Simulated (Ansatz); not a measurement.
GeSb₄Te₇ (P-3m1, No. 164, 12 atoms in the cell; start mp-29641), treated with r²SCAN-D4 (PAW; Ansatz, an electronic-structure program).

Numerical settings: plane-wave cutoff 500 eV, 12×12×2 k mesh (along the axes of the cell as run), Fermi–Dirac smearing 0.05 eV, scalar-relativistic PAW data made under PBE.

Cell (relaxed at this level):

```
CELL_PARAMETERS angstrom
      4.27422     0.00000     0.00000
     -2.13711     3.70159     0.00000
      0.00000     0.00000    24.22232
ATOMIC_POSITIONS crystal
  Ge 0.00000 0.00000 0.50000
  Sb 0.66667 0.33333 0.91808
  Sb 0.33333 0.66667 0.08192
  Sb 0.33333 0.66667 0.34805
  Sb 0.66667 0.33333 0.65195
  Te 0.33333 0.66667 0.84790
  Te 0.66667 0.33333 0.15210
  Te 0.00000 0.00000 0.72190
  Te 0.00000 0.00000 0.27810
  Te 0.66667 0.33333 0.43085
  Te 0.33333 0.66667 0.56915
  Te 0.00000 0.00000 0.00000
```

Question: Estimate the band gap that the calculation returns.

Answer: 
band gap: 0.43 eV (on the SCF k mesh)

Note: the relaxation could not lower the start's symmetry, so the cell can be a saddle point above a distorted one.

Spin–orbit coupling is not included; with these elements it can move the gap by several tenths of an eV or more.

A start named mp-… is a Materials Project structure, which need not be a measured phase.
